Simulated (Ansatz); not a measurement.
Ge: energy against strain

Ge (diamond, Fd-3m, 22.838 Å³/atom at rest) under an equal strain ε in the (001) plane with the normal axis free, as in a coherent film. r2SCAN in Ansatz, a plane-wave DFT program (PAW, default set), 500 eV, 10×10×10 Γ-centred mesh, Fermi-Dirac smearing 0.05 eV; ions are relaxed within the symmetry of each cell.

Here s stands for strain and y for E less E0.

| strain (%) | E less E0 (meV/atom) |
|---|---|
| -1.50 | 4.68 |
| -1.00 | 2.06 |
| -0.50 | 0.51 |
| 0.00 | 0.00 |
| 0.50 | 0.49 |
| 1.00 | 1.94 |
| 1.50 | 4.29 |
| 3.00 | ? |

Task: Fit y against s with a parabola, and predict the withheld value at s = 3.00.

Result: Least squares gives y = 0.003 - 0.1021·s + 1.9929·s². Residuals (row less fit): 0.040, -0.038, -0.042, -0.003, 0.040, 0.046, -0.044; standard error 0.051 (degrees of freedom: 4). Twice the quadratic coefficient over the volume, 2 × 1.9929 meV × 10⁴ × 0.1602 / 22.838 Å³, is twice the biaxial elastic modulus of this plane = 280 ± 3 GPa. At the withheld row, y = 0.003 - 0.1021 × 3.0 + 1.9929 × 3.0² = 17.633 meV/atom. The calculation gives 16.40 meV/atom, 1.233 meV/atom below the prediction (7.5 % of the range of y in the table). The row lies outside the fitted rows, so this is an extrapolation. From the scatter of the fitted rows alone, a prediction at this place has a standard error of 0.196 meV/atom, so the miss is 6.3 times that.

One order more, fitted to all 13 runs of the series, follows each within 0.01, so the miss is the next term of a smooth law. This level leaves no gap over 0.05 eV at strain 1.50, where the mesh may be coarse. Rows are the converged runs of the series near zero and its far end; series whose fitted rows scatter by over a few per cent of the range, as at a crossing or softening among them, aren't shown in this form. Most that stay on the fit to the last digits aren't either.
